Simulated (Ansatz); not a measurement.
GeSe (Fm-3m, No. 225, 2 atoms in the cell; start mp-10759; a measured phase of this formula has another space group)

These are PBEsol in Ansatz (plane waves, PAW) values and carry that method's errors.

Settings: plane-wave cutoff 520 eV, 10×10×10 k mesh, Fermi–Dirac smearing 0.01 eV, scalar-relativistic PAW data made under PBE.

Cell (relaxed at this level):

```
CELL_PARAMETERS angstrom
      0.00000     2.78046     2.78046
      2.78046     0.00000     2.78046
      2.78046     2.78046     0.00000
ATOMIC_POSITIONS crystal
  Ge 0.00000 0.00000 0.00000
  Se 0.50000 0.50000 0.50000
```

```json
{
 "band_gap": "0.28 eV (indirect)",
 "smallest_direct_gap_on_the_k_points_sampled": "0.30 eV",
 "Γ–Γ gap": "6.56 eV"
}
```

Spin–orbit coupling is not included.

Static lattice: no zero-point or thermal effects.

It cost around 8 core-seconds (rough) of CPU time.

A start named mp-… is a Materials Project structure, which need not be a measured phase.

Ansatz is an electronic-structure program.
